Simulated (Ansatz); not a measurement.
Functionals compared on the (320) surface of bcc Na in its 1x1 cell, outermost plane spacing 0.58 Å in the ideal cut, in Ansatz (plane waves, PAW). The structure was relaxed with PBE; the other rows are single points on it, each with its references at the same level. Cutoff 420 eV (500 eV for r2SCAN).

Set-up: 19 atoms, 10.5 Å thick at the start (thin: gaps and levels are the slab's own); mesh 9x3x1; 0.1 eV smearing; dipole correction on; all atoms relaxed; symmetry of the start imposed; no spin, no spin-orbit, no U. These notes are the PBE run's.

```json
[
 {"functional": "PBE", "surface energy (J/m²)": "0.22", "work function of the top face (eV)": "2.77", "rough cost of the single point": "–"},
 {"functional": "LDA", "surface energy (J/m²)": "0.25", "work function of the top face (eV)": "2.89", "rough cost of the single point": "roughly 2.1 core-minutes"},
 {"functional": "PBEsol", "surface energy (J/m²)": "0.24", "work function of the top face (eV)": "2.79", "rough cost of the single point": "very roughly 2.3 core-minutes"},
 {"functional": "RPBE", "surface energy (J/m²)": "0.20", "work function of the top face (eV)": "2.70", "rough cost of the single point": "about 2.8 core-minutes (a rough figure)"},
 {"functional": "r2SCAN", "surface energy (J/m²)": "___", "work function of the top face (eV)": "___", "rough cost of the single point": "around 5 core-minutes (rough)"}
]
```

Problem. Fill in the missing entries.

Solution. 
- r2SCAN, surface energy (J/m²): 0.25
- r2SCAN, work function of the top face (eV): 2.77

Ansatz is an electronic-structure program.
